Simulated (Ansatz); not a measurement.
CaO (model structure, started from the wurtzite type, P6₃/mmc, No. 194, 4 atoms in the cell) was calculated with r²SCAN+rVV10 (PAW; Ansatz, a quantum-chemistry and plane-wave program).

Settings: plane-wave cutoff 560 eV, 12×12×6 k mesh (along the axes of the cell as run), Fermi–Dirac smearing 0.01 eV, scalar-relativistic PAW data made under PBE.

Cell (relaxed at this level):

Space group P6₃/mmc (No. 194); a = 3.968 Å, b = 3.968 Å, c = 4.758 Å, α = 90.00°, β = 90.00°, γ = 120.00°

| atom | site | symmetry | x | y | z |
|---|---|---|---|---|---|
| Ca | 2c | -6m2 | 0.3333 | 0.6667 | 0.2500 |
| O | 2d | -6m2 | 0.6667 | 0.3333 | 0.2500 |

Problem. Give the computed band gap.

Solution. 
- band gap = 3.56 eV (on the SCF k mesh)

Note: the relaxation could raise the start's symmetry but not lower it, so the cell can be a saddle point.

It cost very roughly 2.2 core-minutes of CPU time.

A model structure was made by putting elements into a prototype or built by hand; it is no filed structure, need not be a known phase, and can be a saddle point held by its symmetry.
